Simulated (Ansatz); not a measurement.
Computed paths: interstitial H in monoclinic HfO2 with all lengths changed by -1 %, charge state +1

Defect: interstitial H in monoclinic HfO2 with all lengths changed by -1 %, charge state +1. All values below come from PBE, PAW (plane waves to 420 eV; Ansatz, an electronic-structure program).

Settings: 96 host sites, the strained lattice (strain from the relaxed PBE one, atoms relaxed), the Γ point alone, smearing 0.01 eV, spin-restricted, no image-charge correction. No zero-point or tunnelling terms. Spin-orbit coupling is left out. The charge state is imposed; whether it is stable for some Fermi level was not computed. Sites that were not tried may lie lower.

Barriers: single points on a 2×2×2 k-point mesh shifted by half a step at the bands' geometries.

```tsv
Route	Start site over the lowest site run (eV)	Hop (Å)	Forward barrier (eV)	Backward barrier (eV)	Neighbours at the start	Neighbours at the saddle	Saddle order	Forward, on the band's own sampling (eV)
H moves alone to another site	0.00	2.12	0.39	0.31	O at 0.99, O at 1.89 Å	Hf at 2.12; O at 1.18, O at 1.27 Å	not checked	0.39
H moves alone to another site	0.08	2.06	1.04	1.04	O at 0.98, O at 2.02, O at 2.19 Å	2 O at 1.29 Å	not checked, on a symmetry element	1.07
```

Paths come from climbing-image nudged elastic band runs. Of the routes that converged and passed our checks, the lowest saddle point lies 0.39 eV above the lowest of the sites run (H moves alone to another site); other sites, such as split forms, and other routes may lie lower. A band can be held on a symmetry element, so unchecked saddle points there may be too high.
